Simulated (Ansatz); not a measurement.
Data:

```
CELL_PARAMETERS angstrom
      0.00000     2.51511     2.51511
      2.51511     0.00000     2.51511
      2.51511     2.51511     0.00000
ATOMIC_POSITIONS crystal
  Pb 0.00000 0.00000 0.00000
```

These are PBE, DFPT electron-phonon coupling, linearised Boltzmann equation (plane waves, PAW, scalar-relativistic; Ansatz, an electronic-structure program) values and carry that method's errors. Condition of this run: functional PBE. How the cell was made: relaxed with this functional, without spin-orbit coupling.

Task: Predict the intrinsic resistivity at 300 K.

Result: 13.6 μΩ·cm.

Task: And the electrons' mean free path at that temperature?

Result: 6.9 nm, weighted by the current that each state carries. Wires not much wider than this gain resistivity from their walls.

A metal at this level (no band gap). Only scattering by harmonic phonons is included (no impurities, grain boundaries, electron-electron scattering or thermal expansion). Spin-orbit coupling is left out, which matters with elements this heavy. The run warned that the eigensolver left some states short of its tolerance. Halving the electron mesh (28x28x28) moves the resistivity by up to 1 % at 300 K, the mean free path by up to 2 %. Smearing 0.20 eV; phonons on a 5x5x5 q mesh, which this run doesn't test.
